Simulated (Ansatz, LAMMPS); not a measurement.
Si well of 20 atomic layers along [001] in random Si0.7Ge0.3, interfaces graded over 8 layers. Cell 16.67 × 16.67 × 60.37 Å, Si662Ge130, 792 atoms. Prepared with Tersoff's 1989 multicomponent potential (SiCGe.tersoff) in LAMMPS: minimisation. 

Basis: localised support functions (accuracy medium) on a full density matrix. k-points: zone centre alone; occupations: Fermi-Dirac, 0.010 eV; spin polarisation not allowed. Spin-orbit coupling is left out.

Give the gap and bonding at the level PBE, support functions at accuracy medium on the grid of 370 eV run with Ansatz (a program for electronic structure).


- Kohn-Sham gap of the cell on its k-mesh: 0.38 eV
- weight of the highest filled level on the well: 0.37
- weight of the lowest empty level on the well: 0.97
- coordination (neighbours within 2.858 Å): 100.0 % 4-fold
- Ge-Ge bonds, mean ± spread: 2.469 ± 0.007 Å
- Ge-Si bonds, mean ± spread: 2.424 ± 0.006 Å
- Si-Si bonds, mean ± spread: 2.383 ± 0.005 Å
- bond angles, mean ± spread: 109.5° ± 1.1°
- pressure: -1.05 GPa
